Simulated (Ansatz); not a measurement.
# Response to strain in Cs

The reference is Cs (space group I4_1/amd, No. 141; a = 5.023 Å, c = 18.197 Å; a cell from a computed database, its experimental status unchecked; relaxed with 0.1 eV smearing). Axes: x, y, z lie along a, b, c of the conventional cell.

Strains are applied to the cell and any free atomic positions relax; under biaxial strain the out-of-plane vector relaxes too.

Level of theory: PBEsol, PAW, 420 eV (Ansatz, a program for electronic structure; spin-orbit coupling left out).

Notes on the quantities. energy relative to the base: free energy F; pressure: mean of the normal stresses, compression positive.

```json
[
 {"case": "base", "energy relative to the base": "0 meV/atom", "pressure": "0.0 GPa", "volume per atom": "114.77 Å³"},
 {"case": "biaxial strain −4.31 %, plane normal [001], relaxed out of plane", "energy relative to the base": "+6.2 meV/atom", "pressure": "0.2 GPa", "volume per atom": "106.24 Å³"},
 {"case": "biaxial strain −0.67 %, plane normal [001], relaxed out of plane", "energy relative to the base": "+0.1 meV/atom", "pressure": "0.0 GPa", "volume per atom": "113.62 Å³"},
 {"case": "isotropic strain +2.28 %", "energy relative to the base": "(withheld)", "pressure": "-0.1 GPa", "volume per atom": "122.80 Å³"},
 {"case": "uniaxial strain ε_zz = −1.30 %", "energy relative to the base": "(withheld)", "pressure": "0.0 GPa", "volume per atom": "113.28 Å³"}
]
```

Q: What belongs in the blanks?

A: 
- isotropic strain +2.28 %, energy relative to the base: +2.9 meV/atom
- uniaxial strain ε_zz = −1.30 %, energy relative to the base: +0.3 meV/atom

Stability against distortions was not tested. This is not the structure that Cs has at room temperature and ambient pressure.
